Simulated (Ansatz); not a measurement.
Consider CoSi$_{2}$ (space group Fm-3m, No. 225; non-magnetic).

```cif
data_CoSi2
_chemical_formula_sum 'Co1 Si2'
_space_group_name_H-M_alt 'P 1'
_space_group_IT_number 1
_cell_length_a 3.75624
_cell_length_b 3.75624
_cell_length_c 3.75624
_cell_angle_alpha 60.000
_cell_angle_beta 60.000
_cell_angle_gamma 60.000
loop_
_space_group_symop_operation_xyz
  'x, y, z'
loop_
_atom_site_label
_atom_site_type_symbol
_atom_site_fract_x
_atom_site_fract_y
_atom_site_fract_z
_atom_site_occupancy
Co1 Co 0.00000 0.00000 0.00000 1
Si1 Si 0.25000 0.25000 0.25000 1
Si2 Si 0.75000 0.75000 0.75000 1
```

Level of theory: PBEsol (Ansatz, a first-principles code, PAW, spin-orbit coupling left out).

For the base:

```
Quantity            Value
---------------  --------
Volume per atom  12.49 Å³
```

Now apply this change: full substitution Co → Ni; the structure is relaxed again.

Task: What does the calculation give for the volume per atom after the change?

Result: The volume per atom rises by 0.56 Å³ (12.49 Å³ → 13.05 Å³).

No phonon test of stability was made. Seeded moments were not kept for Co → Ni and the base. All final runs are without spin polarisation. An odd electron count without spin: CoSi2.
